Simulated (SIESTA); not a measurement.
**SIESTA run on YAl2Ni (Cmcm, 8 atoms in the cell): self-consistent single point**

Computed with LDA PW92, numerical atomic orbitals DZP, PseudoDojo LDA standard norm-conserving potentials (rewritten from UPF to PSML) (SIESTA).

Input:

```
# files in the folder: Y.psml Al.psml Ni.psml (PseudoDojo LDA standard)
SystemName  YAl2Ni
SystemLabel yal2ni

NumberOfAtoms                8
NumberOfSpecies              3
%block ChemicalSpeciesLabel
  1 39 Y
  2 13 Al
  3 28 Ni
%endblock ChemicalSpeciesLabel
LatticeConstant              1.0 Ang
%block LatticeVectors
     2.009240000   -5.146100000    0.000000000
     2.009240000    5.146100000    0.000000000
     0.000000000    0.000000000    6.850280000
%endblock LatticeVectors
AtomicCoordinatesFormat      Bohr
%block AtomicCoordinatesAndAtomicSpecies
     3.796913319    8.573118314    3.236288269  1
     3.796913319   -8.573118314    9.708864808  1
     3.796913319   -3.148086232   12.224366954  2
     3.796913319    3.148086232    0.720786123  2
     3.796913319    3.148086232    5.751790415  2
     3.796913319   -3.148086232    7.193362662  2
     3.796913319   -5.518972873    3.236288269  3
     3.796913319    5.518972873    9.708864808  3
%endblock AtomicCoordinatesAndAtomicSpecies

XC.functional                LDA
XC.authors                   PW92
PAO.BasisSize                DZP
PAO.EnergyShift              0.005 Ry
MeshCutoff                   300 Ry
%block kgrid.MonkhorstPack
    6   0   0  0.0
    0   6   0  0.0
    0   0   4  0.0
%endblock kgrid.MonkhorstPack
OccupationFunction           MP
OccupationMPOrder            1
ElectronicTemperature        100.0 meV

MaxSCFIterations             150
SCF.Mixer.Method             Pulay
SCF.Mixer.Weight             0.2
SCF.Mixer.History            6
SCF.DM.Tolerance             1.0E-05
Diag.ParallelOverK           true
WriteForces                  true
Charge.Mulliken              end
```

Log, with long lists cut:

```
reinit: Reading from file input.fdf

reinit: System Name: YAl2Ni
reinit: System Label: yal2ni

coor:   Atomic-coordinates input format  =     Cartesian coordinates
coor:                                            (in Bohr units)

siesta: Atomic coordinates (Bohr) and species
siesta:      3.79691   8.57312   3.23629  1        1
siesta:      3.79691  -8.57312   9.70886  1        2
siesta:      3.79691  -3.14809  12.22437  2        3
siesta:      3.79691   3.14809   0.72079  2        4
siesta:      3.79691   3.14809   5.75179  2        5
siesta:      3.79691  -3.14809   7.19336  2        6
siesta:      3.79691  -5.51897   3.23629  3        7
siesta:      3.79691   5.51897   9.70886  3        8

siesta: System type = bulk

initatomlists: Number of atoms, orbitals, and projectors:      8   128   144

siesta: ******************** Simulation parameters ****************************
redata: Spin configuration                          = none
redata: Time-Reversal Symmetry                      = T
redata: Number of Atomic Species                    =        3
redata: Mesh Cutoff                                 =   300.0000 Ry
redata: Net charge of the system                    =     0.0000 |e|
redata: Min. number of SCF Iter                     =        0
redata: Max. number of SCF Iter                     =      150
redata: SCF convergence failure will abort job
redata: SCF mix quantity                            = Hamiltonian
redata: Mix DM or H after convergence               =   F
redata: Recompute H after scf cycle                 =   F
redata: Mix DM in first SCF step                    =   T
redata: No kicks to SCF
redata: DM Mixing Weight for Kicks                  =     0.5000
redata: Require Harris convergence for SCF          =   F
redata: Harris energy tolerance for SCF             =     0.000100 eV
redata: Require DM convergence for SCF              =   T
   [... lines left out ...]
diag: Used triangular part                          = Lower
diag: Absolute tolerance                            =  0.100E-15
diag: Orthogonalization factor                      =  0.100E-05
diag: Memory factor                                 =  1.0000

superc: Internal auxiliary supercell:     7 x     7 x     5  =     245
superc: Number of atoms, orbitals, and projectors:   1960  31360  35280

                        Single-point calculation

superc: Internal auxiliary supercell:     7 x     7 x     5  =     245
superc: Number of atoms, orbitals, and projectors:   1960  31360  35280

outcell: Unit cell vectors (Ang):
        2.009240   -5.146100    0.000000
        2.009240    5.146100    0.000000
        0.000000    0.000000    6.850280

outcell: Cell vector modules (Ang)   :    5.524436    5.524436    6.850280
outcell: Cell angles (23,13,12) (deg):     90.0000     90.0000    137.3447
outcell: Cell volume (Ang**3)        :    141.6604
new_DM -- step:     1
Initializing Density Matrix...

Attempting to read DM from file... Failed...
DM filled with atomic data:

InitMesh: MESH = 54 x 54 x 96 = 279936
InitMesh: Mesh cutoff (required, used) =   300.000   304.322 Ry

stepf: Methfessel-Paxton step function
       Using Hermite-Gauss polynomials of order  1
        iscf     Eharris(eV)        E_KS(eV)     FreeEng(eV)     dDmax    Ef(eV) dHmax(eV)
   scf:    1   -11481.083967   -11577.543155   -11577.541019  1.476454 -5.283041 28.180152
   scf:    2   -11522.502579   -11590.946240   -11590.946883  0.440049 -6.054228 20.561691
   scf:    3   -11615.358269   -11606.900477   -11606.904360  0.133256 -5.932389  5.395876
   scf:    4   -11597.580685   -11606.012828   -11606.012133  0.134521 -5.828410  8.314510
   scf:    5   -11592.195983   -11604.869203   -11604.873354  0.146817 -6.024416  9.587791
   scf:    6   -11609.945616   -11608.584818   -11608.586546  0.062471 -5.971130  1.574756
   [... 3 lines left out ...]
   scf:   10   -11608.690316   -11608.692260   -11608.693541  0.002049 -5.958126  0.095243
   scf:   11   -11608.692732   -11608.692689   -11608.693925  0.000751 -5.957233  0.005488
   scf:   12   -11608.692692   -11608.692690   -11608.693926  0.000055 -5.957355  0.002786
   scf:   13   -11608.692689   -11608.692690   -11608.693926  0.000026 -5.957389  0.000141
   scf:   14   -11608.692690   -11608.692690   -11608.693926  0.000003 -5.957392  0.000136
SCF Convergence by DM+H criterion
max |DM_out - DM_in|         :     0.0000032952
max |H_out - H_in|      (eV) :     0.0001363691
SCF cycle converged after 14 iterations

Using DM_out to compute the final energy and forces

siesta: E_KS(eV) =           -11608.6927

siesta: E_KS - E_eggbox =    -11608.6927

siesta: Atomic forces (eV/Ang):
     1   -0.000000   -0.036931   -0.000000
     2   -0.000000    0.036928    0.000000
     3    0.000000    0.088223    0.097648
     4    0.000000   -0.088223   -0.097676
     5    0.000000   -0.088223    0.097676
     6    0.000000    0.088223   -0.097648
     7   -0.000000    0.065331    0.000000
     8   -0.000000   -0.065329   -0.000000
   Tot   -0.000000   -0.000000   -0.000000
   Max    0.097676
   Res    0.057932    sqrt( Sum f_i^2 / 3N )
   Max    0.097676    constrained

Stress tensor Voigt[x,y,z,yz,xz,xy] (kbar):       50.57       49.25       50.82        0.00        0.00       -0.00
(Free)E + p*V (eV/cell)   -11613.1338
Target enthalpy (eV/cell)   -11608.6939

siesta: Program's energy decomposition (eV):
siesta: Ebs     =     -2132.203974
siesta: Eions   =     15799.613270
siesta: Ena     =      1985.136823
siesta: Ekin    =      5014.967507
siesta: Enl     =     -1180.974681
siesta: Eso     =         0.000000
siesta: Edftu   =         0.000000
siesta: DEna    =        76.857079
siesta: DUscf   =         1.593843
siesta: DUext   =         0.000000
siesta: Ex      =     -1557.011262
siesta: Ec      =      -149.648730
siesta: Exc     =     -1706.659992
siesta: Eharris =    -11608.692690
siesta: Etot    =    -11608.692690
siesta: FreeEng =    -11608.693926

siesta: Atomic forces (eV/Ang):
siesta:      1   -0.000000   -0.036931   -0.000000
siesta:      2   -0.000000    0.036928    0.000000
siesta:      3    0.000000    0.088223    0.097648
siesta:      4    0.000000   -0.088223   -0.097676
siesta:      5    0.000000   -0.088223    0.097676
siesta:      6    0.000000    0.088223   -0.097648
siesta:      7   -0.000000    0.065331    0.000000
siesta:      8   -0.000000   -0.065329   -0.000000
siesta: ----------------------------------------
   [... lines left out ...]
siesta: Cell volume =        141.660365 Ang**3
siesta:         -50.21469429        -47.25696517  kBar
   [... lines left out ...]
   4  3.602   0.927   0.193   0.186   0.193   0.175   0.344   0.440   0.463
              0.129   0.120   0.176   0.122   0.133
   5  3.602   0.927   0.193   0.186   0.193   0.175   0.344   0.440   0.463
              0.129   0.120   0.176   0.122   0.133
   6  3.602   0.927   0.193   0.186   0.193   0.175   0.344   0.440   0.463
              0.129   0.120   0.176   0.122   0.133

Species: Ni
Atom  Qatom  Qorb
               3s      4s      4s      3py     3pz     3px     4py     4pz
               4px     3dxy    3dyz    3dz2    3dxz    3dx2-y2 3dxy    3dyz
               3dz2    3dxz    3dx2-y2
   7 17.520   1.929  -0.405   0.271   2.002   2.005   2.002   0.431   0.341
              0.371   1.899   1.777   1.898   1.849   1.888  -0.171  -0.123

             -0.153  -0.141  -0.149
   8 17.520   1.929  -0.405   0.271   2.002   2.005   2.002   0.431   0.341
              0.371   1.899   1.777   1.898   1.849   1.888  -0.171  -0.123

             -0.153  -0.141  -0.149

mulliken: Qtot =       70.000

Mulliken Atomic Populations:
Atom #   charge [q] valence [e]  Species
     1     0.723952   10.276048  Y
     2     0.723954   10.276046  Y
     3    -0.601929    3.601929  Al
     4    -0.601929    3.601929  Al
     5    -0.601929    3.601929  Al
     6    -0.601929    3.601929  Al
     7     0.479901   17.520099  Ni
     8     0.479908   17.520092  Ni
 Total    -0.000000
```

The run converged in 14 iterations.

The starting cell comes from a database of computed structures (which also holds hypothetical and non-ambient phases and stackings), without a prior relaxation at this level. Spin polarisation is off. Values carry the incompleteness of an atom-centred basis. With a pressure of about -5 GPa the cell is away from its equilibrium volume at this level.

Cost on one core of a shared machine: roughly 6 min.
